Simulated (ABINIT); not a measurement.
Input and output of a self-consistent single point for Hf5Sc (P-62m, 6 atoms in the cell) (ABINIT).

Method of the run: LDA (PW92), norm-conserving pseudopotentials (PseudoDojo nc-sr-04 LDA standard) (plane waves; ABINIT 10.0.3).

```
CELL_PARAMETERS angstrom
      5.56147     0.00000     0.00000
     -2.78073     4.81637     0.00000
      0.00000     0.00000     5.02450
ATOMIC_POSITIONS crystal
  Hf 0.66053 0.00000 0.00000
  Hf 0.33947 0.33947 0.00000
  Hf 0.00000 0.66053 0.00000
  Hf 0.33333 0.66667 0.50000
  Hf 0.66667 0.33333 0.50000
  Sc 0.00000 0.00000 0.50000
```

Reference input (self-consistent single point, DFT, PBEsol, plane waves, norm-conserving pseudopotentials (PseudoDojo nc-sr-04 PBEsol standard)): pseudos = [Hf.upf, Sc.upf]; ecut = 39 Ha; occopt = 7; tsmear = 0.00367493 Ha; ngkpt = 5 5 5; nshiftk = 1; shiftk = 0 0 0; potentials = PseudoDojo nc-sr-04 PBEsol standard; nband = 46; kptopt = 1; nstep = 100; tolvrs = 1e-12. This run's input differs from it in these lines:

```diff
@@ -1,2 +1,2 @@
-# Hf5Sc, PseudoDojo nc-sr-04 PBEsol standard
+# Hf5Sc, PseudoDojo nc-sr-04 LDA standard
 pp_dirpath "./"
```

Its files differ too (potentials: PseudoDojo nc-sr-04 PBEsol standard → PseudoDojo nc-sr-04 LDA standard).

Output (repeated stretches shortened):

```
--- !BeginCycle
solver: {iscf: 7, nstep: 100, nline: 4, wfoptalg: 0, }
tolerances: {tolvrs: 1.00E-12, }
...

     iter   Etot(hartree)      deltaE(h)  residm     vres2
 ETOT  1  -330.39929985388    -3.304E+02 1.072E-01 1.829E+02
 ETOT  2  -330.16594339687     2.334E-01 1.555E-02 3.736E+03
 ETOT  3  -330.58689799485    -4.210E-01 4.365E-03 4.898E+01
 ETOT  4  -330.59153232632    -4.634E-03 3.432E-03 1.771E+01
 ETOT  5  -330.59296067836    -1.428E-03 2.275E-03 1.181E+00
   [... 7 lines left out ...]
 ETOT 13  -330.59309344932    -5.855E-12 3.963E-04 1.632E-09
 ETOT 14  -330.59309344931     3.581E-12 3.154E-04 1.294E-10
 ETOT 15  -330.59309344931    -1.705E-13 1.975E-04 7.897E-12
 ETOT 16  -330.59309344931     2.331E-12 1.525E-04 3.089E-13
 At SCF step   16       vres2   =  3.09E-13 < tolvrs=  1.00E-12 =>converged.

 Cartesian components of stress tensor (hartree/bohr^3)
  sigma(1 1)=  2.61789682E-04  sigma(3 2)=  0.00000000E+00
  sigma(2 2)=  2.61789683E-04  sigma(3 1)=  0.00000000E+00
  sigma(3 3)=  2.54561416E-04  sigma(2 1)= -2.76180213E-13

 ----iterations are completed or convergence reached----

 reduced coordinates (array xred) for    6 atoms
       0.660530000000      0.000000000000      0.000000000000
       0.339470000000      0.339470000000      0.000000000000
       0.000000000000      0.660530000000      0.000000000000
       0.333333333333      0.666666666667      0.500000000000
       0.666666666667      0.333333333333      0.500000000000
       0.000000000000      0.000000000000      0.500000000000
 cartesian forces (eV/Angstrom) at end:
   [... lines left out ...]
 Fermi (or HOMO) energy (hartree) =   0.35710   Average Vxc (hartree)=  -0.43224
   [... lines left out ...]
total_energy        : -3.30593093449310E+02
total_energy_eV     : -8.99589556731404E+03
band_energy         : -4.21244610962757E+01
...

-Cartesian components of stress tensor (GPa)         [Pressure= -7.6312E+00 GPa]
- sigma(1 1)=  7.70211706E+00  sigma(3 2)=  0.00000000E+00
- sigma(2 2)=  7.70211708E+00  sigma(3 1)=  0.00000000E+00
- sigma(3 3)=  7.48945418E+00  sigma(2 1)= -8.12550103E-09

 Calculation completed.
```

The run converged in 16 iterations. Against the reference run the pressure goes from -2.76 to -7.63 GPa and the largest force goes from 0.016 to 0.096 eV/Å.

The starting cell comes from a database of computed structures (which also holds hypothetical and non-ambient phases and stackings), without a prior relaxation at this level. With a pressure of about -8 GPa the cell is away from its equilibrium volume at this level.

Cost on one core of a shared machine: roughly 5 min.
